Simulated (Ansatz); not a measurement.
# Si, carrier doping

Start from Si in the diamond structure (space group Fd-3m, No. 227; a = 5.444 Å).

Carriers are added at fixed cell with a uniform background; the Fermi–Dirac width is that of 300 K.

The values are results of plane-wave PAW DFT at the r2SCAN level (Ansatz, a first-principles code, 500 eV), without spin-orbit coupling, earlier PAW set, not measurements.

Notes on the quantities. Fermi level from band edge: Fermi level relative to the doped band's edge (positive inside the band; to 0.05 eV).

| case | Fermi level from band edge | gap between the host's bands |
|---|---|---|
| undoped | – | 0.77 eV |
| electrons 1.0×10^21 cm⁻³ | +0.30 eV | 0.76 eV |
| electrons 2.0×10^21 cm⁻³ | +0.40 eV | 0.75 eV |
| electrons 3.0×10^21 cm⁻³ | +0.50 eV | 0.74 eV |
| holes 1.0×10^21 cm⁻³ | +0.30 eV | 0.79 eV |
| holes 2.0×10^21 cm⁻³ | +0.45 eV | 0.81 eV |
| holes 3.0×10^21 cm⁻³ | +0.60 eV | 0.83 eV |

Carriers are added with a uniform compensating background; total energy and stress of such cells depend on the potential's zero and are not compared; many-body gap narrowing is missing at this level. Stability against distortions was not tested.
